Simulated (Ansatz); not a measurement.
**What uniaxial stress, 3 GPa tension along x does to ZnO**

Start from ZnO in the wurtzite structure (space group P6_3mc, No. 186; a = 3.235 Å, c = 5.211 Å). Axes: x lies along a and z along c of the hexagonal cell.

One thing is altered: uniaxial stress, 3 GPa tension along x, with the cell and atoms free to relax against it.

Method: r2SCAN in Ansatz (plane waves to 500 eV, PAW, no SOC). k-mesh 12×12×7 (Γ-centred); smearing 0.05 eV (Fermi–Dirac).

```tsv
quantity	base	changed	shift
space group	P6_3mc (No. 186)	Cmc2_1 (No. 36)	–
shortest interatomic distance	1.970 Å	1.976 Å	+0.0052 Å
energy relative to the base (free energy F)	0 meV/atom	+2.8 meV/atom	+2.8 meV/atom
band gap	1.24 eV	1.21 eV	-0.03 eV
gap character	direct at Γ	direct at Γ	–
electron mass	0.19 mₑ (at Γ)	0.19 mₑ (at Γ)	–
valence-band top at Γ (three highest levels, from the VBM)	0.00, 0.00, -0.10 eV	0.00, -0.08, -0.13 eV	–
strain response (xx, yy, zz)	–	(+2.58, −1.23, −0.74) %	–
secant Young's modulus along x	–	120 GPa	–
mean lateral Poisson ratio	–	0.38	–
```

Final structure:

```xyz
4
Lattice="3.3187 0.0000 0.0000 -1.6594 2.7672 0.0000 0.0000 0.0000 5.1730" Properties=species:S:1:pos:R:3 pbc="T T T"
Zn     1.6594     0.9348     0.0221
Zn     0.0000     1.8324     2.6086
O      1.6594     0.9464     3.2120
O      0.0000     1.8208     0.6255
```

Masses are band curvatures over ±0.01 Å⁻¹ around the edge. Beyond what the load breaks, stability against distortions was not tested. k-point labels follow each cell's own Brillouin zone.

Ansatz is a quantum-chemistry and plane-wave program.
